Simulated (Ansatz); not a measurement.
# NH4I (P4/nmm, No. 129; cell taken from a computed entry)

Computed with r²SCAN (Ansatz, a program for electronic structure, plane waves, PAW).

Numerical settings: plane-wave cutoff 500 eV, 8×8×10 k mesh (along the axes of the cell as run), Fermi–Dirac smearing 0.05 eV, scalar-relativistic PAW data made under PBE.

Cell: relaxed at this level.

```json
{
  "equilibrium_volume_per_atom": "13.94 Å³/atom",
  "lattice_parameter_a": "6.154 Å",
  "lattice_parameter_c": "4.417 Å",
  "band_gap": "4.20 eV (on the SCF k mesh)"
}
```

Note: the relaxation could not lower the start's symmetry, so the cell can be a saddle point above a distorted one.

Spin–orbit coupling is not included.

Computed values are for the static lattice.

It cost about 4 core-minutes (a rough figure) of CPU time.
